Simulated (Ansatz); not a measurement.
**CuAu: response to strain**

Consider CuAu (space group P4/mmm, No. 123; a = 2.813 Å, c = 3.593 Å; relaxed with 0.1 eV smearing). Axes: x, y, z lie along a, b, c of the conventional cell.

Strains are applied to the cell and any free atomic positions relax; under biaxial strain the out-of-plane vector relaxes too.

Computed with Ansatz (an electronic-structure program) PBEsol, no spin-orbit coupling.

Notes on the quantities. in-plane stress: mean in-plane stress (compression positive).

```tsv
case	out-of-plane strain	in-plane stress	shortest interatomic distance
base	–	–	2.680 Å
biaxial strain −2.50 %, plane normal [001], relaxed out of plane	+4.21 %	+3.1 GPa	2.695 Å
biaxial strain −2.00 %, plane normal [001], relaxed out of plane	+3.41 %	+2.2 GPa	2.693 Å
biaxial strain −1.00 %, plane normal [001], relaxed out of plane	___	___	___
biaxial strain −0.50 %, plane normal [001], relaxed out of plane	+0.87 %	+0.4 GPa	2.683 Å
biaxial strain +1.00 %, plane normal [001], relaxed out of plane	-1.80 %	-0.6 GPa	2.674 Å
biaxial strain +1.50 %, plane normal [001], relaxed out of plane	-2.71 %	-0.7 GPa	2.670 Å
biaxial strain +2.00 %, plane normal [001], relaxed out of plane	-3.66 %	-0.8 GPa	2.667 Å
biaxial strain +2.50 %, plane normal [001], relaxed out of plane	-4.61 %	-0.8 GPa	2.663 Å
biaxial strain +3.00 %, plane normal [001], relaxed out of plane	-5.54 %	-0.8 GPa	2.660 Å
```

### Question
Fill in the withheld entries from the trend.

### Answer

- biaxial strain −1.00 %, plane normal [001], relaxed out of plane, out-of-plane strain: +1.73 %
- biaxial strain −1.00 %, plane normal [001], relaxed out of plane, in-plane stress: +0.9 GPa
- biaxial strain −1.00 %, plane normal [001], relaxed out of plane, shortest interatomic distance: 2.686 Å

Whether these cells are dynamically stable was not tested. The final runs are not spin-polarised.
